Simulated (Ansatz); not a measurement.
**A computed series for HfN: pressure series**

Take HfN in the rock salt structure (space group Fm-3m, No. 225; a = 4.468 Å) as the base.

Cell and atoms are relaxed at each pressure.

Method: Ansatz (a first-principles code) LDA, no spin-orbit coupling.

| P (GPa) | V (Å³/atom) |
|---|---|
| -1.99 | 11.225 |
| -0.99 | 11.187 |
| 0.88 | 11.118 |
| 2.10 | 11.074 |
| 4.50 | 10.990 |
| 9.00 | 10.841 |
| 15.00 | 10.657 |
| 22.50 | 10.448 |
| 30.00 | 10.258 |

Task: Fit a third-order Birch–Murnaghan equation of state.

Result: Least squares on P(V) = (3B₀/2)[(V₀/V)^(7/3) − (V₀/V)^(5/3)]·[1 + (3/4)(B₀′ − 4)((V₀/V)^(2/3) − 1)] gives V₀ = 11.15 Å³/atom, B₀ = 302 GPa and B₀′ = 4.2.

Load acts through the strain it causes; cell and atoms are relaxed under it. Whether these cells are dynamically stable was not tested. No other phases were tried under pressure. All final runs are without spin polarisation. An odd electron count without spin: HfN.
